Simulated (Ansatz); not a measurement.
Ansatz (a program for electronic structure) run on Fe2O3 (R-3c, 10 atoms in the cell): self-consistent single point.

Method: revPBE, harder PAW files (source: ansatz) made with PBE (plane waves; Ansatz).

```
CELL_PARAMETERS angstrom
      2.51336     1.45109     4.53266
     -2.51336     1.45109     4.53266
      0.00000    -2.90218     4.53266
ATOMIC_POSITIONS crystal
  Fe 0.85482 0.85482 0.85482
  Fe 0.14518 0.14518 0.14518
  Fe 0.64518 0.64518 0.64518
  Fe 0.35482 0.35482 0.35482
  O  0.44460 0.75000 0.05540
  O  0.55540 0.25000 0.94460
  O  0.05540 0.44460 0.75000
  O  0.94460 0.55540 0.25000
  O  0.75000 0.05540 0.44460
  O  0.25000 0.94460 0.55540
```

Reference input (self-consistent single point, DFT, revPBE+U, plane waves, harder PAW files (source: ansatz) made with PBE): kpoints.mp_grid.grid = 4 4 4; hamiltonian.xc = revpbe; hamiltonian.pseudopotentials = {kind: paw, source: ansatz}; hamiltonian.hubbard.sites = [{species: Fe, l: d, u_eff: 5.3}] eV; magnetization.spin_polarized = true; scf.occupations.method = cold; scf.occupations.width = 0.2 eV. This run's input differs from it in these lines:

Ansatz 0.2 input:
```diff
@@ -6,6 +6,6 @@
   atoms:
-    - { symbol: Fe, position_ang: [0.000000, 0.000000, 11.623833], spin: 4.0 }
-    - { symbol: Fe, position_ang: [-0.000000, -0.000000, 1.974156], spin: 4.0 }
-    - { symbol: Fe, position_ang: [0.000000, -0.000000, 8.773151], spin: 4.0 }
-    - { symbol: Fe, position_ang: [-0.000000, 0.000000, 4.824838], spin: 4.0 }
+    - { symbol: Fe, position_ang: [0.000000, 0.000000, 11.623833] }
+    - { symbol: Fe, position_ang: [-0.000000, -0.000000, 1.974156] }
+    - { symbol: Fe, position_ang: [0.000000, -0.000000, 8.773151] }
+    - { symbol: Fe, position_ang: [-0.000000, 0.000000, 4.824838] }
     - { symbol: O, position_ang: [-0.767581, 1.572691, 5.665829] }
@@ -21,5 +21,2 @@
   pseudopotentials: { kind: paw, source: ansatz }
-  hubbard: { sites: [{ species: Fe, l: d, u_eff: 5.3 }] }
-magnetization:
-  spin_polarized: true
 scf:
```

Log, with long lists cut:

```
SCF iter   1: F=—  HF=-21366.303576 eV  |F-HF|=—  |Δ(HF+E_count)|=         —  Δρ=4.06e-1  dr2=1.63e2  ethr=3.10e-3  ⟨swp⟩=5.3  Hψ=2405  notcnv=0
all-band conjugate gradients solve this SCF's bands
preconditioner: auto → Kerker (q_TF=auto, 2.732 Å⁻¹)
SCF iter   2: F=—  HF=-21355.429284 eV  |F-HF|=—  |Δ(HF+E_count)|=    1.09e1  S|Δr|=    0.00e0  Δρ=1.80e-1  dr2=3.11e1  ethr=3.10e-3  ⟨swp⟩=2.8  Hψ=1575  notcnv=0  defer=34
   [... lines left out ...]
SCF iter   9: F=—  HF=-21352.345345 eV  |F-HF|=—  |Δ(HF+E_count)|=   1.60e-4  S|Δr|=    0.00e0  Δρ=1.55e-4  dr2=1.77e-5  ethr=1.81e-7  ⟨swp⟩=2.0  Hψ=1197  notcnv=0  defer=32
SCF iter  10: F=—  HF=-21352.345402 eV  |F-HF|=—  |Δ(HF+E_count)|=   5.68e-5  S|Δr|=    0.00e0  Δρ=3.19e-5  dr2=6.67e-7  ethr=1.77e-8  ⟨swp⟩=2.0  Hψ=1227  notcnv=0  defer=32
SCF iter  11: F=-21352.345403 eV  HF=-21352.345403 eV  |F-HF|=3.48e-8  |Δ(HF+E_count)|=   7.07e-7  S|Δr|=    0.00e0  Δρ=7.93e-6  dr2=4.57e-8  ethr=1.00e-10  ⟨swp⟩=11.0  Hψ=3315  notcnv=0
SCF 1 converged in 11 iterations: F = -21352.345403 eV  dr2 = 4.57e-8
Stability not checked (fill_not_monotonic)
Free energy (F): -21352.345403 eV
Internal energy: -21352.390256 eV  (E = F + TS)
E sigma→0 (E₀):  -21352.360354 eV
Entropy (-TS):   0.044853 eV (4.485 meV/atom)
Fermi energy:    11.520360 eV
--- Forces (eV/Å), atoms counted from 1 ---
  atom   1  Fe    -0.00000000     0.00000000    -0.57146597
  atom   2  Fe     0.00000000    -0.00000000     0.57146597
  atom   3  Fe    -0.00000000    -0.00000000     0.57146597
  atom   4  Fe     0.00000000     0.00000000    -0.57146597
   [... lines left out ...]
  atom  10  O      0.15142177    -0.26227020    -0.00000000
--- Stress (GPa, compression-positive) ---
      -23.540179      -0.000000       0.000000
       -0.000000     -23.540179      -0.000000
        0.000000      -0.000000     -16.459803
  P = ⅓ Tr σ = -21.1801 GPa (-211.801 kbar)
  The stress holds the Pulay correction. Without it, at fixed plane waves, as pw.x and ABINIT print it: P = -21.1857 GPa
```

The run converged in 11 iterations. 

The starting cell comes from a database of computed structures (which also holds hypothetical and non-ambient phases and stackings), without a prior relaxation at this level. Its lattice was rescaled by a random factor within 2.5 % of one. Spin polarisation is off, so a magnetic state, if there is one, cannot be reached. With a pressure of about -21 GPa the cell is away from its equilibrium volume at this level. Ansatz's pressure includes its estimate of the finite-basis (Pulay) stress.
